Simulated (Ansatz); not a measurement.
The parent structure is GaCuSe2 in the chalcopyrite structure (space group I-42d, No. 122).

```
CELL_PARAMETERS angstrom
     -2.75419     2.75419     5.48075
      2.75419    -2.75419     5.48075
      2.75419     2.75419    -5.48075
ATOMIC_POSITIONS crystal
  Ga 0.50000 0.50000 0.00000
  Ga 0.25000 0.75000 0.50000
  Cu 0.00000 0.00000 0.00000
  Cu 0.75000 0.25000 0.50000
  Se 0.87500 0.88412 0.50912
  Se 0.11588 0.62500 0.99088
  Se 0.37500 0.36588 0.49088
  Se 0.63412 0.12500 0.00912
```

Cartesian axes are those of the cell as printed.

Computed with DFT with LDA, PAW potentials and a 420 eV plane-wave cutoff in Ansatz (a first-principles code), no SOC.

Modification: a pure shear with ε_xz = ε_zx = 0.0080; the atoms relax in the strained cell.

What happens to the largest internal atomic displacement?

The largest internal atomic displacement comes out as 0.013 Å.

Predict the new stress.

The stress (xx, yy, zz, yz, xz, xy; compression positive) comes out as (0.00, 0.00, 0.01, 0.00, -0.74, 0.00) GPa.

Whether these cells are dynamically stable was not tested. The final runs are not spin-polarised.
